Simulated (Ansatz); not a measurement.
Consider ZrO2 (space group P2_1/c, No. 14; a = 5.1278 Å, b = 5.2114 Å, c = 5.2959 Å, α = 90.00°, β = 99.61°, γ = 90.00°).

Structures relaxed with PBEsol in Ansatz (plane waves to 420 eV, PAW, no SOC), earlier PAW set.

Base:

Simulated powder pattern, Co Kα, λ = 1.79026 Å (kinematic, ideal powder, no thermal factors, no anomalous dispersion; the 14 strongest lines at most, above 2 %, up to 2θ = 90°):

| 2θ (°) | I/Imax (%) | hkl |
|---|---|---|
| 28.09 | 15 | (011) |
| 28.56 | 13 | (110) |
| 32.88 | 100 | (1 1 -1) |
| 36.94 | 69 | (111) |
| 40.10 | 22 | (002) |
| 40.18 | 13 | (020) |
| 41.48 | 15 | (200) |
| 47.78 | 15 | (2 1 -1) |
| 58.07 | 19 | (022) |
| 59.12 | 23 | (220) |
| 59.56 | 13 | (1 2 -2) |
| 64.34 | 12 | (202) |
| 66.03 | 10 | (130) |
| 75.09 | 12 | (311) |

Modification: full substitution Zr → La; the structure is relaxed again.

Question: How do the reflections move or split?

Answer: 
Simulated powder pattern, Co Kα, λ = 1.79026 Å (kinematic, ideal powder, no thermal factors, no anomalous dispersion; the 14 strongest lines at most, above 2 %, up to 2θ = 90°):

```
2θ (°)  I/Imax (%)       hkl
------  ----------  --------
30.15          100  (1 1 -1)
32.52           75     (111)
34.74           28     (020)
36.08           28     (002)
38.20           21     (200)
50.95           29     (022)
52.58           26     (220)
56.55           15     (202)
59.45           12  (1 3 -1)
59.84           13  (1 1 -3)
60.87           15     (131)
62.75           12  (3 1 -1)
64.01           11     (113)
66.82           12     (311)
```

The indices refer to each structure's own conventional cell; one index is shown for lines that coincide.

A trial with spin polarisation found a lower state for one case, which could not be relaxed; the values given are those without spin. Whether these cells are dynamically stable was not tested. As relaxed here, LaO2 is a hypothetical phase, not in the database extracts checked. All final runs are without spin polarisation.

Ansatz is an electronic-structure program.
